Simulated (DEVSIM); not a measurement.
Structure: Co/SiON/SiO2/n-Si capacitor, at 300 K.

Layer 1 from the left is SiON, thickness (nm) 8.30. Layer 2 from the left is SiO2, thickness (nm) 1.30. Layer 3 from the left is Si, thickness (nm) 8300, Nd (cm⁻³) 4.8e15.

Metal gate on the left, work function 5 eV. Fixed charge at the semiconductor interface 0 cm⁻² (in units of +e); no interface traps.

Constants are typed, rounded textbook-type inputs, not results; the design itself was drawn at random and stands for no fabricated device. Values at 300 K.

SiON: gap (eV) 7, affinity (eV) 1.4, permittivity 5.5. SiO2: gap (eV) 9, affinity (eV) 0.9, permittivity 3.9. Si: gap (eV) 1.124, affinity (eV) 4.05, permittivity 11.7, Nc (cm⁻³) 2.86e19, Nv (cm⁻³) 3.1e19.

Model (solved in DEVSIM): 1D Poisson equation in equilibrium, Boltzmann statistics, complete ionisation; no quantum confinement or tunnelling. Metal contacts follow the ideal Schottky-Mott rule: no Fermi-level pinning, no interface dipoles.

**Question.** What does the simulation give for the flat-band voltage, the minimum of the low-frequency capacitance, the threshold voltage (band bending 2φF)?

**Answer.** flat-band voltage 0.73 V; minimum of the low-frequency capacitance 0.0261 μF/cm²; threshold voltage (band bending 2φF) -0.01 V.
